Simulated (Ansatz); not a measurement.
By PBEsol, the system below comes out a metal.

The ballistic (Sharvin) conductance counts the channels at the Fermi level: G/A = (e²/h) × channels of both spins per area.

```yaml
crystal:
  lattice:
    - [4.47969, 0.00000, 0.00000]
    - [-2.23985, 3.87953, 0.00000]
    - [2.23985, 1.29318, 0.91441]
  atoms:
    - { symbol: Mo, position: [0.00000, 0.00000, 0.00000] }
```

The cell is taken as given; by PBEsol it stands under a pressure of -9.4 GPa.

The current flows along the normal of the first two printed cell vectors, the (111) plane of the conventional cell. No spin-orbit coupling; the value is a mean over 0.1 eV about the Fermi level.

Compute, with PBEsol (Ansatz, a first-principles code), the ballistic conductance per area.

1.2 × 10¹⁵ S/m² for both spins.
